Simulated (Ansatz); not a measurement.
**A self-consistent single point of Lu (P6_3/mmc, 4 atoms in the cell) with Ansatz (a first-principles code)**

Level of theory: PBE (plane waves, PAW; Ansatz).

The input file:

Ansatz 0.2 input:
```yaml
crystal:
  lattice:
    - [3.424533, 0.000000, 0.000000]
    - [-1.712267, 2.965732, 0.000000]
    - [0.000000, 0.000000, 11.018457]
  atoms:
    - { symbol: Lu, position: [0.000000, 0.000000, 0.000000] }
    - { symbol: Lu, position: [0.000000, 0.000000, 0.500000] }
    - { symbol: Lu, position: [0.333333, 0.666667, 0.250000] }
    - { symbol: Lu, position: [0.666667, 0.333333, 0.750000] }
kpoints:
  mp_grid: { grid: [8, 8, 2] }
hamiltonian:
  xc: pbe
  pseudopotentials: { kind: paw }
scf:
  occupations: { method: gaussian, width: 0.1 }
output:
  forces: true
  eigenvalues: true
  stress: true
```

The program printed (abridged):

```
WARN the atoms were moved onto the symmetric positions of the space group found under crystal.symmetry.tolerance 1.0e-5 (fractional …
WARN basis.ecutwfc = 420 eV, the default
WARN ansatz: RAYON_NUM_THREADS=1 ignored (pool sized by the plan → 1); use --threads N
Pseudopotentials: kind: paw
Pseudopotential: Lu, paw, valence charge 25
Crystal: 4 atoms, lattice volume = 111.906 Å³
Basis set: ecut = 420 eV, 2185 PW (Γ), exchange–correlation on 48×48×150 points (8 copies of the dense FFT grid, shifted against one another)
Bands: 60, of which v1, the nominal top of the filled ones, is band 50 counted from 1 (49 counted from 0)
Symmetry: 24 space group operations
Space group: P63/mmc (ITA 194), of the structure as read, at distance tolerance 4.8e-5 Å
k-points: 20 of 128
Initial density: superposition of atomic densities (neutral atoms: chi_scale 0, normalization atom), corrected by the library's trained network
Initial wavefunctions: pseudopotential atomic-orbital guess
Eigensolver: davidson
Functional: x = pbe(κ = 0.804, μ = 0.2195149727645171), c = pbe(β = 0.06672455060314922)
SCF iter   1: F=—  HF=-58929.636455 eV  |F-HF|=—  |Δ(HF+E_count)|=         —  Δρ=2.16e-3  dr2=6.55e-3  ethr=1.77e-3  ⟨swp⟩=6.4  Hψ=4589  notcnv=0
all-band conjugate gradients solve this SCF's bands
preconditioner: auto → Kerker (q_TF=auto, 2.678 Å⁻¹)
SCF iter   2: F=—  HF=-58929.623712 eV  |F-HF|=—  |Δ(HF+E_count)|=   1.27e-2  Δρ=1.70e-3  dr2=3.26e-3  ethr=6.55e-6  ⟨swp⟩=3.0  Hψ=3008  notcnv=0  defer=10
SCF iter   3: F=—  HF=-58929.621797 eV  |F-HF|=—  |Δ(HF+E_count)|=   1.92e-3  Δρ=9.19e-4  dr2=1.37e-3  ethr=3.26e-6  ⟨swp⟩=3.0  Hψ=2923  notcnv=0  defer=10
SCF iter   4: F=—  HF=-58929.621554 eV  |F-HF|=—  |Δ(HF+E_count)|=   2.43e-4  Δρ=4.54e-4  dr2=2.89e-4  ethr=1.37e-6  ⟨swp⟩=3.0  Hψ=2161  notcnv=0  defer=10
SCF iter   5: F=—  HF=-58929.621492 eV  |F-HF|=—  |Δ(HF+E_count)|=   6.15e-5  Δρ=1.19e-4  dr2=1.85e-5  ethr=2.89e-7  ⟨swp⟩=2.4  Hψ=2327  notcnv=0  defer=10
SCF iter   6: F=—  HF=-58929.621484 eV  |F-HF|=—  |Δ(HF+E_count)|=   7.67e-6  Δρ=2.59e-5  dr2=7.44e-7  ethr=1.85e-8  ⟨swp⟩=2.0  Hψ=2103  notcnv=0  defer=10
SCF iter   7: F=—  HF=-58929.621485 eV  |F-HF|=—  |Δ(HF+E_count)|=   2.28e-7  Δρ=8.74e-6  dr2=6.18e-8  ethr=1.00e-10  ⟨swp⟩=11.6  Hψ=8470  notcnv=0
SCF iter   8: F=—  HF=-58929.621485 eV  |F-HF|=—  |Δ(HF+E_count)|=   1.59e-7  Δρ=1.69e-5  dr2=2.68e-7  ethr=6.18e-11  ⟨swp⟩=8.8  Hψ=7186  notcnv=0
SCF iter   9: F=-58929.621485 eV  HF=-58929.621485 eV  |F-HF|=5.24e-10  |Δ(HF+E_count)|=   3.01e-7  Δρ=2.49e-6  dr2=4.88e-9  ethr=6.18e-11  ⟨swp⟩=4.2  Hψ=7019  notcnv=0
SCF 1 converged in 9 iterations: F = -58929.621485 eV  dr2 = 4.88e-9
SCF converged after 9 iterations
Free energy (F): -58929.621485 eV
Harris-Foulkes:  -58929.621485 eV  (|F-HF|=5.24e-10)
Internal energy: -58929.590748 eV  (E = F + TS)
E sigma→0 (E₀):  -58929.606116 eV
Entropy (-TS):   -0.030736 eV (-7.684 meV/atom)
Fermi energy:    14.380791 eV
--- Per-component energies (eV) ---
  E_band       = 56.769331
  E_kinetic    = 1675.770486
  E_local      = -26534.080895  (includes V_loc(G=0)·N_el)
  E_nonlocal   = 2306.248287
  E_hartree    = 11117.026903
  E_xc         = -872.539128
  E_vxc        = -1032.899465  (∫ρ·V_xc dr)
  E_paw        = -29497.692945  (= ΣΔE_a)
  E_vpaw       = 1407.668739  (= ΣTr[D̂ρ^β])
  E_aug_tail   = 0.000139  (compensation charges beyond the density's cutoff)
  E_ewald      = -17124.323595
  E_smearing   = -0.030736  (= −TS)
  E_closure    = 0.000000  (closes the sum)
  Σ components = -58929.621485   (vs F -58929.621485, Δ=0.00e0)
--- Forces (eV/Å), atoms counted from 1 ---
  atom   1  Lu     0.00000000    -0.00000000     0.00000000
   [... zero for the other atoms too ...]
  max |Σ_I F_I| component: 1.62e-17 eV/Å
--- Stress (GPa, compression-positive) ---
        1.299460      -0.000000       0.000000
       -0.000000       1.299460       0.000000
        0.000000       0.000000       1.487265
  P = ⅓ Tr σ = 1.3621 GPa (13.621 kbar)
  The stress holds the Pulay correction. Without it, at fixed plane waves, as pw.x and ABINIT print it: P = 1.3186 GPa
--- Band table (eV; the first three rows and the last of 20) ---
  k-point 0: bands = ["-41.6968", "-41.6886", "-41.6529", "-41.6447", "-12.6883", "-12.4265", "-12.3779", "-12.2049", "-12.2049", "-12.1758", "-12.1758", "-12.1470", "-12.1470", "-12.1175", "-12.1175", "-12.0992", "8.2218", "9.4690", "9.4699", [...]
  k-point 1: bands = ["-41.6931", "-41.6931", "-41.6484", "-41.6484", "-12.6068", "-12.6068", "-12.1938", "-12.1938", "-12.1938", "-12.1938", "-12.1891", "-12.1891", "-12.1288", "-12.1288", "-12.1288", "-12.1288", "8.6765", "8.6765", "9.4736", [...]
  k-point 2: bands = ["-41.6927", "-41.6854", "-41.6497", "-41.6423", "-12.6605", "-12.4359", "-12.3962", "-12.2641", "-12.2243", "-12.2143", "-12.1904", "-12.1902", "-12.1791", "-12.1615", "-12.1270", "-12.1105", "8.6140", "9.4761", "9.4797", [...]
  k-point 19: bands = ["-41.6643", "-41.6643", "-41.6284", "-41.6284", "-12.5761", "-12.5761", "-12.5412", "-12.5412", "-12.4337", "-12.4337", "-12.3868", "-12.3868", "-12.2731", "-12.2731", "-12.2266", "-12.2266", "9.5014", "9.5014", "9.5060", [...]
```

The run converged in 9 iterations.

The starting cell was generated: these elements placed on a structure prototype, without a prior relaxation; it need not be a known phase or ordering of this composition. Its lattice was rescaled by a random factor within 2.5 % of one. Spin-orbit coupling is off. Ansatz's pressure includes its estimate of the finite-basis (Pulay) stress.
